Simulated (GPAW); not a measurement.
**Input and output of a self-consistent single point for B₆Pb (Pm-3m, 7 atoms in the cell) (GPAW)**

Computed with LDA (Perdew-Wang 92), GPAW PAW datasets LDA (gpaw-data 1.0.1) (plane waves; GPAW 25.7.0).

The input file:

```python
from ase import Atoms
from ase.units import GPa
from gpaw import GPAW, PW

atoms = Atoms(['B', 'B', 'B', 'B', 'B', 'B', 'Pb'],
              cell=[[4.152572, 0.000000, 0.000000],
                    [0.000000, 4.152572, 0.000000],
                    [0.000000, 0.000000, 4.152572]],
              scaled_positions=[[0.203000, 0.500000, 0.500000],
                                [0.797000, 0.500000, 0.500000],
                                [0.500000, 0.203000, 0.500000],
                                [0.500000, 0.797000, 0.500000],
                                [0.500000, 0.500000, 0.203000],
                                [0.500000, 0.500000, 0.797000],
                                [0.000000, 0.000000, 0.000000]],
              pbc=True)

calc = GPAW(mode=PW(950),
            xc='LDA',
            kpts={'size': (4, 4, 4), 'gamma': True},
            occupations={'name': 'fixed-uniform'},
            nbands=-8,
            convergence={'density': 1e-05, 'energy': 1e-05, 'bands': -6},
            symmetry={'symmorphic': False, 'tolerance': 0.0005},
            maxiter=120,
            txt='-')

atoms.calc = calc

energy = atoms.get_potential_energy()
print('Energy (eV):', round(energy, 6))
forces = atoms.get_forces()
print('Forces (eV/Ang):')
print(forces.round(5))
stress = atoms.get_stress()
print('Stress (GPa, Voigt):', (stress / GPa).round(4))
```

Output (repeated stretches shortened):

```
Input parameters:
  convergence: {bands: -6,
                density: 1e-05,
                energy: 1e-05}
  kpts: {gamma: True,
         size: (4, 4, 4)}
  maxiter: 120
  mode: {ecut: 950.0,
         name: pw}
  nbands: -8
  occupations: {name: fixed-uniform}
  symmetry: {symmorphic: False,
             tolerance: 0.0005}

species:
  B:
    name: Boron
    Z: 5.0
    valence: 3
    core: 2
    charge: 0.0
    file: B.LDA.gz

    # Using partial waves for B as LCAO basis

  Pb:
    name: Lead
    Z: 82.0
    valence: 14
    core: 68
    charge: 0.0
    file: Pb.LDA.gz

    # Using partial waves for Pb as LCAO basis

Reference energy: -570946.619335  # eV

Spin-paired calculation

Convergence criteria:
 Maximum [total energy] change in last 3 cyles: 1e-05 eV / valence electron
 Maximum integral of absolute [dens]ity change: 1e-05 electrons / valence electron
 Maximum integral of absolute [eigenst]ate change: 4e-08 eV^2 / valence electron
 Maximum number of scf [iter]ations: 120

Symmetries present (total): 48
Symmetries with fractional translations: 0
64 k-points: 4 x 4 x 4 Monkhorst-Pack grid + [1/8,1/8,1/8]
10 k-points in the irreducible part of the Brillouin zone
       k-points in crystal coordinates                weights
   0:     0.00000000    0.00000000    0.00000000          1/64
   1:     0.25000000    0.00000000    0.00000000          6/64
   2:     0.25000000    0.25000000    0.00000000         12/64
   [... 7 lines left out ...]

Wave functions: Plane wave expansion
  Cutoff energy: 950.000 eV
  Number of coefficients (min, max): 4729, 4782
  Pulay-stress correction: 0.000000 eV/Ang^3 (de/decut=0.000000)

Occupation numbers: # Uniform distribution of occupation numbers

Eigensolver

Densities:
  Coarse grid: 30*30*30 grid
  Fine grid: 60*60*60 grid
  Total Charge: 0.000000

Density mixing:
  Method: separate
  Backend: pulay
  Linear mixing parameter: 0.05
  old densities: 5
  Damping of long wavelength oscillations: 50

Hamiltonian:
  XC and Coulomb potentials evaluated on a 60*60*60 grid
  External potential:
    NoExternalPotential

Number of atoms: 7
Number of atomic orbitals: 33
Number of bands in calculation: 24
Number of valence electrons: 32
Bands to converge: 18

Density initialized from atomic densities
  24 bands from LCAO basis set

Atomic positions and initial magnetic moments

Positions:
   0 B      0.842972    2.076286    2.076286    ( 0.0000,  0.0000,  0.0000)
   1 B      3.309600    2.076286    2.076286    ( 0.0000,  0.0000,  0.0000)
   2 B      2.076286    0.842972    2.076286    ( 0.0000,  0.0000,  0.0000)
   3 B      2.076286    3.309600    2.076286    ( 0.0000,  0.0000,  0.0000)
   4 B      2.076286    2.076286    0.842972    ( 0.0000,  0.0000,  0.0000)
   5 B      2.076286    2.076286    3.309600    ( 0.0000,  0.0000,  0.0000)
   6 Pb     0.000000    0.000000    0.000000    ( 0.0000,  0.0000,  0.0000)

Unit cell:
           periodic     x           y           z      points  spacing
  1. axis:    yes    4.152572    0.000000    0.000000    30     0.1384
  2. axis:    yes    0.000000    4.152572    0.000000    30     0.1384
  3. axis:    yes    0.000000    0.000000    4.152572    30     0.1384

  Lengths:   4.152572   4.152572   4.152572
  Angles:   90.000000  90.000000  90.000000

Effective grid spacing dv^(1/3) = 0.1384

     iter     time        total  log10-change:
                         energy   eigst   dens
iter:   1 --:--:--   -55.508965   +0.60
iter:   2 --:--:--   -54.133273   -0.72  -0.79
iter:   3 --:--:--   -48.861721   -0.01  -0.83
iter:   4 --:--:--   -48.365148   -1.60  -1.33
iter:   5 --:--:--   -48.285822   -2.82  -1.45
iter:   6 --:--:--   -48.262971   -2.27  -1.61
iter:   7 --:--:--   -48.273122   -2.15  -1.99
iter:   8 --:--:--   -48.248711   -2.92  -2.01
iter:   9 --:--:--   -48.249121   -3.78  -3.07
iter:  10 --:--:--   -48.249048   -4.09  -2.84
iter:  11 --:--:--   -48.248861c  -4.32  -3.04
iter:  12 --:--:--   -48.248786c  -5.46  -3.38
iter:  13 --:--:--   -48.248777c  -6.70  -4.03
iter:  14 --:--:--   -48.248770c  -6.41  -4.09
iter:  15 --:--:--   -48.248765c  -6.61  -4.15
iter:  16 --:--:--   -48.248765c  -7.78c -4.29
iter:  17 --:--:--   -48.248764c  -7.24  -4.33
iter:  18 --:--:--   -48.248763c  -7.22  -4.50
iter:  19 --:--:--   -48.248763c  -8.07c -4.92
iter:  20 --:--:--   -48.248763c  -8.91c -4.93
iter:  21 --:--:--   -48.248763c  -8.76c -5.00c

Converged after 21 iterations.

Dipole moment: (-0.000000, -0.000000, -0.000000) |e|*Ang

Energy contributions relative to reference atoms: (reference = -570946.619335)

Kinetic:        +54.181628
Potential:      -44.893088
External:        +0.000000
XC:             -57.486478
Entropy (-ST):   +0.000000
Local:           -0.050826
SIC:             +0.000000
--------------------------
Free energy:    -48.248763
Extrapolated:   -48.248763

Showing only first 2 kpts
 Kpt  Band  Eigenvalues  Occupancy
  0    14      7.78171    2.00000
  0    15      7.78171    2.00000
  0    16     10.56727    0.00000
  0    17     10.56727    0.00000

  1    14      6.02519    2.00000
  1    15      7.79438    2.00000
  1    16      9.73749    0.00000
  1    17     10.94429    0.00000

Fermi level: 8.25991

Gap: 0.905 eV
Transition (v -> c):
  (s=0, k=4, n=15, [0.50, 0.00, 0.00]) -> (s=0, k=7, n=16, [0.50, 0.50, 0.00])
Direct/indirect transitions are different
Direct gap: 1.314 eV
Transition at: (s=0, k=4, n=15, [0.50, 0.00, 0.00])
Energy (eV): -48.248763

Forces in eV/Ang:
  0 B     0.03571   -0.00000   -0.00000
  1 B    -0.03571   -0.00000    0.00000
  2 B    -0.00000    0.03571   -0.00000
  3 B     0.00000   -0.03571   -0.00000
  4 B    -0.00000   -0.00000    0.03571
  5 B    -0.00000   -0.00000   -0.03571
  6 Pb    0.00000    0.00000    0.00000

Stress tensor:
    -0.005045     0.000000     0.000000
     0.000000    -0.005045     0.000000
     0.000000     0.000000    -0.005045
Stress (GPa, Voigt): [-0.8084 -0.8084 -0.8084  0.      0.      0.    ]
```

The run converged in 21 iterations. GPAW prints stress with tension positive.

At such cutoffs GPAW's stress carries a finite-basis (Pulay) error, which enters relaxed cells too; its log prints stress with tension positive.

The starting cell comes from a database of computed structures (which also holds hypothetical and non-ambient phases and stackings), without a prior relaxation at this level. Its lattice was rescaled by a random factor within 2.5 % of one. Spin-orbit coupling is off.

Cost on one core of a shared machine: roughly 40 s.
